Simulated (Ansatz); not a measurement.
## Computed paths: B-vacancy pair in silicon, charge state +1

Consider B-vacancy pair (B on one host Si site, one Si site vacant) in silicon, charge state +1. These are PBE, PAW (plane waves to 420 eV; Ansatz, an electronic-structure program) values and carry that method's errors.

64-site cell at the relaxed PBE lattice, a 2×2×2 k-point mesh shifted by half a step, smearing 0.01 eV, spin-restricted, no finite-size correction. Static, classical nuclei. The charge state is imposed; whether it is stable for some Fermi level was not computed. Forms of the defect that were not tried may lie lower.

Barriers: single points on a 3×3×3 k-point mesh shifted by half a step at the bands' geometries.

```csv
Route,Start site over the lowest site run (eV),Hop (Å),Forward barrier (eV),Backward barrier (eV),Neighbours at the start,Neighbours at the saddle,Saddle order,"Forward, on the band's own sampling (eV)"
one Si atom jumps into the vacancy from a nearby Si site (B-vacancy distance between ideal sites 3.87 → 4.54 Å),0.00,2.58,0.69,0.56,"Si at 2.35, 2 Si at 2.36 Å","2 Si at 2.52, Si at 2.62 Å",not checked,0.69
one Si atom jumps into the vacancy from a nearby Si site (B-vacancy distance between ideal sites 3.87 → 5.96 Å),0.00,2.72,0.92,0.68,"Si at 2.35, 2 Si at 2.36 Å","2 Si at 2.47, Si at 2.79 Å","not checked, on a symmetry element",0.93
one Si atom jumps into the vacancy from a nearby Si site (B-vacancy distance between ideal sites 2.37 → 3.87 Å),0.01,2.86,1.03,1.04,"Si at 2.34, 2 Si at 2.37 Å","B at 3.02; 2 Si at 2.46, Si at 2.98 Å","not checked, on a symmetry element",1.06
the B atom itself jumps into the vacancy (B-vacancy distance between ideal sites 2.37 Å throughout),0.01,3.47,2.38,2.38,3 Si at 2.04 Å,"2 Si at 2.15, 2 Si at 2.61 Å","not checked, on a symmetry element",2.35
```

Paths come from CI-NEB runs. Of the routes that converged and passed our checks, the lowest saddle point lies 0.69 eV above the lowest of the sites run (one Si atom jumps into the vacancy from a nearby Si site (B-vacancy distance between ideal sites 3.87 → 4.54 Å)); other sites, such as split forms, and other routes may lie lower. A band can be held on a symmetry element, so unchecked saddle points there may be too high.
